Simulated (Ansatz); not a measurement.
## Response to strain in SrO

Start from SrO in the rock salt structure (space group Fm-3m, No. 225; a = 5.122 Å). Axes: x, y, z lie along the cube axes.

Strains are applied to the cell and any free atomic positions relax; under biaxial strain the out-of-plane vector relaxes too.

The values are results of DFT with PBEsol, PAW potentials and a 420 eV plane-wave cutoff in Ansatz (an electronic-structure program), scalar-relativistic without spin-orbit coupling, not measurements.

Notes on the quantities. energy relative to the base: free energy F.

```csv
"biaxial strain, plane normal [001], relaxed out of plane (%)",energy relative to the base (meV/atom)
0,0.0
0.5,?
1,2.1
1.5,4.6
2,8.0
3,17.2
```

Question: Fit ΔE = Aε² + Bε³ (ε in %) to the rows shown and predict the withheld row.

Answer: Least squares on the printed values gives A = 2.18 and B = -0.090 meV/atom (largest residual 0.0 meV/atom); this predicts 0.5 meV/atom, and the run gives 0.5 meV/atom, in agreement.

Stability against distortions was not tested.
